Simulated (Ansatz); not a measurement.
Start from KCl in the rock salt structure (space group Fm-3m, No. 225).

```cif
data_ClK
_chemical_formula_sum 'K1 Cl1'
_space_group_name_H-M_alt 'P 1'
_space_group_IT_number 1
_cell_length_a 4.41426
_cell_length_b 4.41426
_cell_length_c 4.41426
_cell_angle_alpha 60.000
_cell_angle_beta 60.000
_cell_angle_gamma 60.000
loop_
_space_group_symop_operation_xyz
  'x, y, z'
loop_
_atom_site_label
_atom_site_type_symbol
_atom_site_fract_x
_atom_site_fract_y
_atom_site_fract_z
_atom_site_occupancy
K1 K 0.00000 0.00000 0.00000 1
Cl1 Cl 0.50000 0.50000 0.50000 1
```

Calculations: PBEsol (Ansatz, a quantum-chemistry and plane-wave program, PAW, scalar-relativistic without spin-orbit coupling).

For the base:

```
Quantity                        Result
-----------------------------  -------
Shortest interatomic distance  3.121 Å
```

Modification: a negative pressure, −1 GPa.

What happens to the mean gap deformation potential ΔEg/Δln V and shortest interatomic distance?

The mean gap deformation potential ΔEg/Δln V amounts to -3.1 eV; the shortest interatomic distance grows by 0.067 Å to 3.188 Å.

Load acts through the strain it causes; cell and atoms are relaxed under it. Semilocal Kohn–Sham gaps tend to fall short of experiment. No phonon test of stability was made.
